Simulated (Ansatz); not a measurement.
Abridged Ansatz (an electronic-structure program) output:

```
Relaxation: its limit of steps is 50 (relax.max_steps)
Pseudopotential: K, paw, valence charge 9
Pseudopotential: Zn, paw, valence charge 12
Pseudopotential: F, paw, valence charge 7
Crystal: 5 atoms, lattice volume = 67.041 Å³
Basis set: ecut = 420 eV, 1333 PW (Γ), exchange–correlation on 80×80×60 points (8 copies of the dense FFT grid, shifted against one another)
Bands: 26, of which v1, the nominal top of the filled ones, is band 21 counted from 1 (20 counted from 0)
Symmetry: 12 space group operations
k-points: 65 of 512
Functional: x = pbesol(κ = 0.804, μ = 0.12345679012345678), c = pbesol(β = 0.046)
SCF iter   1: F=—  HF=-7202.678287 eV  |F-HF|=—  |Δ(HF+E_count)|=         —  Δρ=1.47e-2  dr2=9.04e-2  ethr=1.77e-3  ⟨swp⟩=6.2  Hψ=8072  notcnv=0
SCF iter   2: F=—  HF=-7202.651385 eV  |F-HF|=—  |Δ(HF+E_count)|=   2.69e-2  Δρ=2.51e-3  dr2=1.62e-3  ethr=2.15e-4  ⟨swp⟩=2.0  Hψ=3680  notcnv=0  defer=64
SCF 1 converged in 7 iterations: F = -7202.651345 eV  dr2 = 2.89e-8
relax step   1: F+E_penalty+E_count = -7202.65134513 eV  Δ(F+E_penalty+E_count) = +0.000e0 eV  max|allowed force component| = 1.767e-29 eV/Å  Δτ_max = 0.0000 Å  P = -0.580 GPa  Ω = 67.041 Å³  fix = [a, b, gamma]  reactions: a -0.745, b -0.745 GPa  (7 SCF iters, dr2 threshold 1.00e-7 eV, accepted)
[... steps on the carried basis left out ...]
relax step   5: F+E_penalty+E_count = -7202.65152695 eV  Δ(F+E_penalty+E_count) = -4.990e-5 eV  max|allowed force component| = 2.819e-29 eV/Å  Δτ_max = 0.0000 Å  P = -0.422 GPa  Ω = 66.905 Å³  energy of the carried Pulay correction = +4.898e-5 eV  fix = [a, b, gamma]  reactions: a -0.633, b -0.633 GPa  (4 SCF iters, dr2 threshold 1.46e-9 eV, accepted)
Crystal: 5 atoms, lattice volume = 66.905 Å³
SCF iter   1: F=—  HF=-7202.651475 eV  |F-HF|=—  |Δ(HF+E_count)|=         —  Δρ=3.35e-6  dr2=2.07e-9  ethr=1.62e-7  ⟨swp⟩=3.0  Hψ=11540  notcnv=0
SCF iter   2: F=—  HF=-7202.651478 eV  |F-HF|=—  |Δ(HF+E_count)|=   3.42e-6  Δρ=1.48e-6  dr2=5.45e-10  ethr=4.94e-12  ⟨swp⟩=3.0  Hψ=4240  notcnv=0
SCF 6 converged in 6 iterations: F = -7202.651478 eV  dr2 = 4.24e-13
SCF converged after 6 iterations
Free energy (F): -7202.651478 eV
Internal energy: -7202.651478 eV  (E = F + TS)
E sigma→0 (E₀):  -7202.651478 eV
Fermi energy:    5.911392 eV
--- Forces (eV/Å), atoms counted from 1 ---
  atom   1  K      0.00000000     0.00000000     0.00000000
  atom   2  Zn    -0.00000000     0.00000000     0.00000000
  atom   3  F      0.00000000    -0.00000000     0.00000000
  atom   4  F      0.00000000     0.00000000     0.00000000
  atom   5  F     -0.00000000     0.00000000     0.00000000
--- Stress (GPa, compression-positive) ---
       -0.633622       0.000000       0.000000
        0.000000      -0.633622       0.000000
        0.000000       0.000000      -0.002423
  P = ⅓ Tr σ = -0.4232 GPa (-4.232 kbar)
--- Relaxed structure (4 steps of the walk, 4 accepted, 2 SCFs on fresh bases) ---
  cell:  # Å, volume = 66.9053 Å³
    - [5.759437764781372, 4.745871587221786e-41, 8.532767082724779e-35]
    - [2.879718882390686, 4.987819415816133, -3.562113531345793e-11]
    - [2.879718882390686, -1.6626064719220779, 2.328999774102856]
  atoms:
    - { symbol: K, position: [7.604201497711152e-37, -1.3670387192147138e-37, -1.3754282119704434e-36] }
    - { symbol: Zn, position: [5.551115123125783e-17, 0.49999999999999994, 0.49999999999999994] }
    - { symbol: F, position: [0.5, -1.3670387191644967e-37, -1.3754282119751332e-36] }
    - { symbol: F, position: [2.5593633499640027e-18, 0.49999999999999983, 0.0] }
    - { symbol: F, position: [0.5, 0.49999999999999983, 0.0] }
```

Question: What was computed, and what are the main results?

Answer: KZnF3, 5 atoms in the cell, with PBEsol (Ansatz, PAW, scalar-relativistic without spin-orbit coupling). The last SCF converged to F = -7202.651478 eV, or -1440.5303 eV per atom, at a pressure of -0.42 GPa. The total energy compares only with runs of the same code, potentials and settings.

The cells carry an imposed strain or load. Stability against distortions was not tested. The cell was made from KZnF₃ in the cubic perovskite structure (space group Pm-3m, No. 221) by this change: biaxial strain +0.50 %, plane normal [111], relaxed out of plane. Many cubic perovskites are stable only at high temperature; tilts and polar distortions were not tested.

Keys are those of Ansatz 0.2.
